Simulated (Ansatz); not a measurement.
# A computed series for SnO: response to strain

The parent structure is SnO (space group P4/nmm, No. 129; a = 3.837 Å, c = 4.759 Å; layered, stacked along the Cartesian z axis). Axes: x, y, z lie along a, b, c of the conventional cell.

Strains are applied to the cell and any free atomic positions relax; under biaxial strain the out-of-plane vector relaxes too.

Method: Ansatz (a program for electronic structure), PBE-D3(BJ), PAW, cutoff 420 eV, no SOC.

Notes on the quantities. pressure: mean of the normal stresses, compression positive.

```tsv
change	pressure	shortest interatomic distance
base	0.0 GPa	4.235 bohr
biaxial strain −3.00 %, plane normal [001], relaxed out of plane	3.7 GPa	4.183 bohr
biaxial strain −2.40 %, plane normal [001], relaxed out of plane	2.9 GPa	4.193 bohr
biaxial strain −1.80 %, plane normal [001], relaxed out of plane	2.1 GPa	4.203 bohr
biaxial strain −1.20 %, plane normal [001], relaxed out of plane	…	…
biaxial strain −0.60 %, plane normal [001], relaxed out of plane	0.7 GPa	4.224 bohr
```

**Question.** Complete the table.

**Answer.** 
- biaxial strain −1.20 %, plane normal [001], relaxed out of plane, pressure: 1.4 GPa
- biaxial strain −1.20 %, plane normal [001], relaxed out of plane, shortest interatomic distance: 4.214 bohr

Stability against distortions was not tested. All final runs are without spin polarisation.
